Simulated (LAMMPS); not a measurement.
MD of Ni (fcc) at zero pressure, 864 atoms, as a crystal; each row is its own run.

Method: classical MD, pair style meam, file MoCoNiVFeAlCr_2nn.meam; code LAMMPS.

```
T (K)  enthalpy (eV/atom)
-----  ------------------
200               -4.3982
780               -4.2449
1040              -4.1721
1300              -4.0989
1560              -4.0227
1810              -3.9457
2070              -3.8585
```

Problem. Fit a straight line, y = a + b x, to these rows (x is the first column, y the second) and predict the run at x = 300.

Solution. Least squares gives a = -4.4656 and b = 0.0002875. At x = 300 the fit predicts -4.3794 eV/atom. The run itself gave -4.3720 ± 0.0002 eV/atom, so the fit is 7.4 meV/atom low.
